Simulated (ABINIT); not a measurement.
Worked example: relaxation of cell and atoms of TiB2 (P6/mmm, 3 atoms in the cell) in ABINIT.

Method: PBE, PAW (JTH v2.0 PBE PAW) (plane waves; ABINIT).

This input was run:

```
# TiB2, JTH v2.0 PBE PAW
pp_dirpath "./"
pseudos "Ti.GGA_PBE-JTH.xml, B.GGA_PBE-JTH.xml"
acell 3*1.0 Angstrom
rprim
         3.0259298556    0.0000000335    0.0000000000
        -1.5129649568    2.6205321083    0.0000000000
         0.0000000000    0.0000000000    3.2287700000
natom 3
ntypat 2
znucl 22 5
typat 1 2 2
xcart
         0.0000000000    0.0000000000    0.0000000000
        -0.0000000193    1.7470214167    1.6143850000
         1.5129649181    0.8735107251    1.6143850000
      Angstrom
ecut 30 Ha
pawecutdg 60 Ha
pawovlp -1
pawxcdev 0
occopt 7
tsmear 0.00499791
nband 14
kptopt 1
ngkpt 8 8 7
nshiftk 1
shiftk 0 0 0
nstep 80
tolvrs 1.0e-12
ionmov 3
ntime 40
tolmxf 1.0e-04
optcell 2
dilatmx 1.08
ecutsm 0.5
prtwf 0
prtden 0
prtvol 1
enunit 1
```

Log, with long lists cut:

```
--- !BeginCycle
solver: {iscf: 17, nstep: 80, nline: 4, wfoptalg: 10, }
tolerances: {tolvrs: 1.00E-12, }
...

     iter   Etot(hartree)      deltaE(h)  residm     nres2
 ETOT  1  -62.455004649837    -6.246E+01 6.296E+00 3.098E+01
 ETOT  2  -64.503420905191    -2.048E+00 4.728E-01 9.118E+00
 ETOT  3  -64.493250166657     1.017E-02 5.021E-02 4.530E+00
 ETOT  4  -64.490661825572     2.588E-03 3.982E-02 1.254E-01
 ETOT  5  -64.491168155038    -5.063E-04 3.767E-02 1.665E-02
   [... 13 lines left out ...]
 ETOT 19  -64.491144203778    -2.132E-13 2.428E-05 9.215E-11
 ETOT 20  -64.491144203778    -1.421E-14 7.242E-06 6.086E-11
 ETOT 21  -64.491144203778     5.542E-13 2.384E-05 3.833E-12
 ETOT 22  -64.491144203778    -1.563E-13 4.873E-06 3.514E-14
 At SCF step   22       nres2   =  3.51E-14 < tolvrs=  1.00E-12 =>converged.

 Cartesian components of stress tensor (hartree/bohr^3)
  sigma(1 1)= -6.72233408E-05  sigma(3 2)=  0.00000000E+00
  sigma(2 2)= -6.72233412E-05  sigma(3 1)=  0.00000000E+00
  sigma(3 3)=  1.74535076E-05  sigma(2 1)= -9.21021553E-14

 ----iterations are completed or convergence reached----

 reduced coordinates (array xred) for    3 atoms
       0.000000000000      0.000000000000      0.000000000000
       0.333333333333      0.666666666667      0.500000000000
       0.666666666667      0.333333333333      0.500000000000
 cartesian forces (eV/Angstrom) at end:
    1      0.00000000000000     0.00000000000000    -0.00000000000000
    2      0.00000000000000    -0.00000000000000    -0.00000000000000
   [... lines left out ...]
 Fermi (or HOMO) energy (eV) =  10.03466   Average Vxc (eV)= -12.41497
   [... lines left out ...]
'-kT*entropy'       : -1.25284187120858E-05
total_energy        : -6.44911827116737E+01
total_energy_eV     : -1.75489432835275E+03
...

-Cartesian components of stress tensor (GPa)         [Pressure= -7.7674E-03 GPa]
- sigma(1 1)=  1.37904982E-02  sigma(3 2)=  0.00000000E+00
- sigma(2 2)=  1.37904842E-02  sigma(3 1)=  0.00000000E+00
- sigma(3 3)= -4.27868540E-03  sigma(2 1)= -2.69858303E-09

 Calculation completed.
```

The run converged. 

Summary of the result:
| Quantity | Value |
|---|---|
| Free energy E − TS | -1754.89 eV |
| Fermi level (on the code's own zero) | 10.03 eV |
| Pressure | -0.01 GPa |
| Final cell | a = b = 3.0351 Å, c = 3.2212 Å, α = β = 90.00°, γ = 120.00° |
| Final volume per atom | 8.57 Å³ |
| Relaxation steps | 5 |

The starting cell comes from a database of computed structures (which also holds hypothetical and non-ambient phases and stackings), without a prior relaxation at this level. Spin polarisation is off. The relaxation keeps the symmetry of its start, so its end need not be a minimum.

Cost on one core of a shared machine: roughly 2 min.
